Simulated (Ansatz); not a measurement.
Take HgSe in the zinc blende structure (space group F-43m, No. 216) as the base.

```
HgSe
1.0
    0.00000     3.06666     3.06666
    3.06666     0.00000     3.06666
    3.06666     3.06666     0.00000
Se Hg
1 1
Direct
  0.25000   0.25000   0.25000
  0.00000   0.00000   0.00000
```

Cartesian axes are those of the cell as printed.

All numbers come from PBEsol (Ansatz, a program for electronic structure), no SOC.

Before the change:

```
Property                          Value
-----------------------------  --------
Pressure                        0.0 GPa
Shortest interatomic distance  265.6 pm
```

Now apply this change: uniaxial strain ε_zz = +1.38 %, all other strain components held at zero; the atoms relax in the strained cell.

Question: What does the calculation give for the energy relative to the base after the change?

Answer: The energy increases by 1.1 meV/atom.

Question: What does the calculation give for the pressure after the change?

Answer: The pressure (mean of the normal stresses, compression positive) goes from zero to -0.7 GPa.

Question: Estimate the effect on the shortest interatomic distance.

Answer: The shortest interatomic distance grows by 1.2 pm, from 265.6 pm to 266.8 pm.

Stability against distortions was not tested. All final runs are without spin polarisation.
